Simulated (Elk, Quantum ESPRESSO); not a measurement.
A Quantum ESPRESSO input for a self-consistent single point of GaSn3 (Fm-3m, 4 atoms in the cell) (DFT, LDA (PZ), plane waves, GBRV 1.5 ultrasoft (LDA) pseudopotentials):

```fortran
&control
   calculation = 'scf',
   prefix = 'GaSn3',
   outdir = './tmp',
   pseudo_dir = './',
   tprnfor = .true.,
   tstress = .true.,
/
&system
   ibrav = 0,
   nat = 4,
   ntyp = 2,
   ecutwfc = 50,
   ecutrho = 250,
   occupations = 'smearing',
   smearing = 'fermi-dirac',
   degauss = 0.0099958,
/
&electrons
   conv_thr = 1.0d-10,
/
ATOMIC_SPECIES
Ga    69.7230  ga_lda_v1.4.uspp.F.UPF
Sn   118.7100  sn_lda_v1.4.uspp.F.UPF
ATOMIC_POSITIONS crystal
Ga    0.0000000000    0.0000000000    0.0000000000
Sn    0.2500000000    0.2500000000    0.2500000000
Sn    0.7500000000    0.7500000000    0.7500000000
Sn    0.5000000000    0.5000000000    0.5000000000
K_POINTS automatic
9 9 9  0 0 0
CELL_PARAMETERS angstrom
   0.0000000000     3.7059550000     3.7059550000
   3.7059550000     0.0000000000     3.7059550000
   3.7059550000     3.7059550000     0.0000000000
```

**Question.** Give the Elk input for the same structure, mesh, smearing and functional.

**Answer.** This is the input that was run; spellings and numerical settings could be chosen otherwise.

```
tasks
  0

rgkmax
  8.0

gmaxvr
  14.0

nxlo
  2

lorbcnd
  .true.

lmaxi
  3

swidth
  0.00499791

maxscl
  100

scale
  1.889726125

avec
    0.0000000000    3.7059550000    3.7059550000
    3.7059550000    0.0000000000    3.7059550000
    3.7059550000    3.7059550000    0.0000000000

sppath
  './'

atoms
  2
  'Ga.in'
  1
  0.0000000000  0.0000000000  0.0000000000    0.0 0.0 0.0
  'Sn.in'
  3
  0.2500000000  0.2500000000  0.2500000000    0.0 0.0 0.0
  0.7500000000  0.7500000000  0.7500000000    0.0 0.0 0.0
  0.5000000000  0.5000000000  0.5000000000    0.0 0.0 0.0

ngridk
  9 9 9
```

Basis settings and potentials, where a program has them, do not carry over. This input uses DFT, LDA (PW92), all-electron FP-LAPW, Elk's shipped species files, APW+lo basis with extra local orbitals. LDA parametrisations can differ slightly between programs.

The starting cell comes from a database of computed structures (which also holds hypothetical and non-ambient phases and stackings), without a prior relaxation at this level.
